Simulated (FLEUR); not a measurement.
Band structure of Cr (Im-3m, 1 atom in the cell).

```
Cr
1.0
   -1.41883     1.41883     1.41883
    1.41883    -1.41883     1.41883
    1.41883     1.41883    -1.41883
Cr
1
Direct
  0.00000   0.00000   0.00000
```
Moments meant for the start (each program seeds them in its own way; μB, in the order of the atoms Cr): 3.0.

Computed with LDA (Vosko-Wilk-Nusair), all-electron FLAPW (FLEUR), scalar-relativistic valence.

Settings: Kmax = 3.6 1/bohr; GmaxXC = 14.4 1/bohr; xcFunctional = vwn; jspins = 2; l_soc = F; mode = hist; fermiSmearingEnergy = 0.00367493 Htr; mesh (inpgen div1-3) = 15 15 15; inpgen gamma flag = false; Gmax = 14.4 1/bohr; numbands = 13; maxIterBroyd = 25; imix = Anderson; alpha = 0.05.

The starting cell was generated: these elements placed on a structure prototype, without a prior relaxation; it need not be a known phase or ordering of this composition. Its lattice was rescaled by a random factor within 2.5 % of one. The starting moments vanished: the run ended non-magnetic, which need not be the lowest state. Values depend on the basis (sphere radii, cutoffs, local orbitals), which need not be converged.

Levels in eV from the Fermi level, bands 4 to 11 of the first spin channel:
| point | 4 | 5 | 6 | 7 | 8 | 9 | 10 | 11 |
|---|---|---|---|---|---|---|---|---|
| Γ | -42.39 | -7.84 | -0.92 | -0.92 | -0.92 | 1.14 | 1.14 | 22.52 |
| H | -43.06 | -4.42 | -4.42 | 2.52 | 2.52 | 2.52 | 10.70 | 10.70 |
| N | -42.39 | -4.48 | -2.50 | 1.12 | 1.23 | 1.47 | 2.96 | 10.35 |
| P | -42.86 | -2.35 | -2.35 | -2.35 | 1.50 | 1.50 | 10.60 | 10.60 |

The net moment of the cell came out as 0.00 μB.
